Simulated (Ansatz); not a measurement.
Take Ti$_{2}$O$_{3}$ in the corundum structure (space group R-3c, No. 167) as the base.

Ti$_{2}$O$_{3}$ is modelled in the trigonal space group R-3c, hexagonal axes (No. 167), the corundum structure, Pearson symbol hR10. Lattice parameters: a = b = 5.039 Å, c = 13.881 Å, α = β = 90.00°, γ = 120.00°. Ti on 12c is surrounded by 6 O at 1.998–2.055 Å (octahedral). O on 18e is coordinated by 4 Ti at 1.998–2.055 Å. (Neighbours: up to the widest gap in distance over summed covalent radii, below 1.35, at either atom; cation-cation and far metal-metal contacts left out.)
(The calculation used a cell of 10 atoms; values per cell refer to that cell.)

The values are results of plane-wave PAW DFT at the PBEsol level (Ansatz, an electronic-structure program, 420 eV), spin-orbit coupling left out, not measurements.

For the base:

The c/a ratio comes out as 2.755. The lattice parameter a comes out as 9.522 bohr.

Perturbation: cell and atoms relaxed at a pressure of 3 GPa.

**Question.** Estimate the effect on the c/a ratio and lattice parameter a.

**Answer.** The c/a ratio shrinks by 0.002 to 2.753; the lattice parameter a decreases by 0.037 bohr to 9.485 bohr.

Load acts through the strain it causes; cell and atoms are relaxed under it. Whether these cells are dynamically stable was not tested. No Hubbard U is applied, and correlation can decide whether such a compound is a metal. All final runs are without spin polarisation.
